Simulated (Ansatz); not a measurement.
**BeTe: energy against strain**

BeTe (zinc blende, F-43m, 21.418 Å³/atom at rest, cube axes along x, y and z) under a strain ε along a cube axis (axis z), the other axes held. LDA in Ansatz, a plane-wave DFT program (PAW, default set), 420 eV, 10×10×10 Γ-centred mesh, Fermi-Dirac smearing 0.05 eV; ions are relaxed within the symmetry of each cell.

Here s stands for strain and y for E less E0.

```csv
strain (%),E less E0 (meV/atom)
-3.00,?
-1.50,1.62
-1.00,0.72
-0.50,0.18
0.00,0.00
0.50,0.17
1.00,0.69
1.50,1.56
```

Fit y of the 7 rows that show it with a parabola. Least squares gives y = -0.001 - 0.0179·s + 0.7071·s². Residuals (row less fit): 0.003, -0.004, -0.005, 0.001, 0.003, 0.002, -0.003; standard error 0.004 (degrees of freedom: 4). Twice the quadratic coefficient over the volume, 2 × 0.7071 meV × 10⁴ × 0.1602 / 21.418 Å³, is the elastic constant C11 = 106 ± 0.3 GPa.

Q: Estimate the missing y (s = -3.00); what did the run itself give?

A: y = -0.001 - 0.0179 × (-3.0) + 0.7071 × (-3.0)² = 6.417 meV/atom. The calculation gives 6.54 meV/atom, 0.123 meV/atom above the prediction (1.9 % of the range of y in the table). The row lies outside the fitted rows, so this is an extrapolation. The fitted rows scatter only by rounding.

One order more, fitted to all 13 runs of the series, follows each within 0.01, so the miss is the next term of a smooth law. Rows are the converged runs of the series near zero and its far end; series whose fitted rows scatter by over a few per cent of the range, as at a crossing or softening among them, aren't shown in this form. Most that stay on the fit to the last digits aren't either.
